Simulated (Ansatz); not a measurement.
# ZnGeAs2: transverse stress against strain

ZnGeAs2 (chalcopyrite, I-42d, 22.359 Å³/atom and stress up to 0.01 GPa in the relaxed cell, c along z) under a strain ε along a (axis x), the other axes held. PBEsol in Ansatz, a plane-wave DFT program (PAW, default set), 420 eV, 8×8×8 Γ-centred mesh, Fermi-Dirac smearing 0.05 eV; ions are relaxed, or left where forces stay under 0.02 eV/Å, within the symmetry of each cell. Stress is positive for a compressed cell.

Here s stands for strain and y for stress zz.

```csv
strain (%),stress zz (GPa)
-1.50,0.81
-0.75,0.39
0.00,0.01
0.75,-0.36
1.50,-0.70
3.00,?
```

The 5 complete rows are fitted with a straight line, y against s. Means: s 0, y 0.030. About the means, the sum of products is -2.8275 and the sum of squares of s is 5.6250; the slope is their ratio. Least squares gives y = 0.030 - 0.5027·s. Residuals (row less fit): 0.026, -0.017, -0.020, -0.013, 0.024; standard error 0.027 (degrees of freedom: 3). The slope gives the elastic constant C13 = 50 ± 1 GPa (± standard error of the fit, which holds the terms cut off).

**Question.** What does the fit predict for y at s = 3.00, and how far is the calculated value from it?

**Answer.** y = 0.030 - 0.5027 × 3.00 = -1.478 GPa. The calculation gives -1.32 GPa, 0.158 GPa above the prediction (7.4 % of the range of y in the table). The row lies outside the fitted rows, so this is an extrapolation. From the scatter of the fitted rows alone, a prediction at this place has a standard error of 0.044 GPa, so the miss is 3.6 times that.

A polynomial of degree 2 through the 8 other runs of the series gives -1.31 there, so most of the miss is curvature that the fit leaves out. This level leaves no gap over 0.05 eV at strain 1.50 %. The start is a measured cell from the literature; how it stands against other phases or cation orders wasn't checked. Rows are the converged runs of the series near zero and its far end; series whose fitted rows scatter by over a few per cent of the range, as at a crossing or softening among them, aren't shown in this form, nor equations of state whose B0' disagrees with the runs' pressures. Most that stay on the fit to the last digits aren't either.
